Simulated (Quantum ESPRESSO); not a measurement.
A working Quantum ESPRESSO input for LaNi₂As₂ (P4/nmm, 10 atoms in the cell) (DFT, LDA (PZ), plane waves, GBRV 1.5 ultrasoft (LDA) pseudopotentials):

```fortran
&control
   calculation = 'scf'
   prefix = 'run'
   outdir = './tmp/'
   pseudo_dir = './'
   tprnfor = .true.
   tstress = .true.
/
&system
   ibrav = 0
   nat = 10
   ntyp = 3
   ecutwfc = 50
   ecutrho = 400
   occupations = 'smearing'
   smearing = 'cold'
   degauss = 0.0036749
/
&electrons
   conv_thr = 1e-10
   mixing_beta = 0.7
/
ATOMIC_SPECIES
La   138.9055  la_lda_v1.uspp.F.UPF
Ni    58.6934  ni_lda_v1.4.uspp.F.UPF
As    74.9216  as_lda_v1.uspp.F.UPF
ATOMIC_POSITIONS crystal
La    0.0000000000    0.5000000000    0.7473400000
La    0.5000000000    0.0000000000    0.2526600000
Ni    0.5000000000    0.0000000000    0.8854400000
Ni    0.0000000000    0.5000000000    0.1145600000
Ni    0.0000000000    0.0000000000    0.5000000000
Ni    0.5000000000    0.5000000000    0.5000000000
As    0.5000000000    0.0000000000    0.6279300000
As    0.0000000000    0.5000000000    0.3720700000
As    0.0000000000    0.0000000000    0.0000000000
As    0.5000000000    0.5000000000    0.0000000000
K_POINTS automatic
4 4 2  1 1 1
CELL_PARAMETERS angstrom
   4.2485300000     0.0000000000     0.0000000000
   0.0000000000     4.2485300000     0.0000000000
   0.0000000000     0.0000000000     9.4224700000
```

The run converged in 35 iterations: free energy E − TS -23634.5321 eV; Fermi level (on the code's own zero) 13.47 eV; pressure -5.96 GPa; largest force (vector length) 0.044 eV/Å. Each of these slips is then made, one at a time:

(1)
```diff
+   nbnd = 57
```

(2)
```diff
-   nat = 10
+   nat = 11
```

### Question
How does each altered input end?

### Answer

(1) Too few bands. The run converged in 95 iterations without an error; against the sound input the free energy rises by 37.5 meV/atom, the pressure stays near -5.92 GPa while the zz stress (positive for compression) goes from -7.24 to -5.90 GPa and the largest force goes from 0.044 to 0.482 eV/Å.

(2) An atom count that does not match the list of atoms. The program stopped before any SCF iteration.
```
Error in routine read_cards (11):
wrong number of columns in ATOMIC_POSITIONS
```

The starting cell comes from a database of computed structures (which also holds hypothetical and non-ambient phases and stackings), without a prior relaxation at this level. Spin polarisation is off, so a magnetic state, if there is one, cannot be reached. In the base run, with a pressure of about -6 GPa the cell is away from its equilibrium volume at this level. Without a gap this mesh is coarse (it stands for a supercell whose shortest vector is 17 Å).

Left out of this page: 2 runs of the series outside the window shown, repeating another row's setting, or not comparable.
